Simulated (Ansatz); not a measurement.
Take SnTe in the rock salt structure (space group Fm-3m, No. 225; a = 6.4092 Å) as the base.

One thing is altered: a negative pressure, −1 GPa.

The values are results of PBE (Ansatz, an electronic-structure program; PAW; 420 eV plane waves; spin-orbit coupling left out), not measurements.

Base, band edges from the VBM (valence, conduction): X -3.49, 2.39; W -0.81, 0.86; L 0.00, 0.05; Γ -2.00, 3.25; K -2.58, 2.92; U -2.58, 2.92 eV.

Give the band edges at the high-symmetry points of the new zone, measured from its valence-band maximum.


```
point  valence edge (eV)  conduction edge (eV)
-----  -----------------  --------------------
Γ                  -1.88                  3.24
X                  -3.32                  2.54
U                  -2.46                  2.92
K                  -2.46                  2.92
L                   0.00                  0.12
W                  -0.75                  0.91
```

The gap is 0.12 eV, direct at L.

With Te present, leaving out spin-orbit coupling can change the band edges. Load acts through the strain it causes; cell and atoms are relaxed under it. Whether these cells are dynamically stable was not tested. The zero or small gap of SnTe can change with the level of theory.
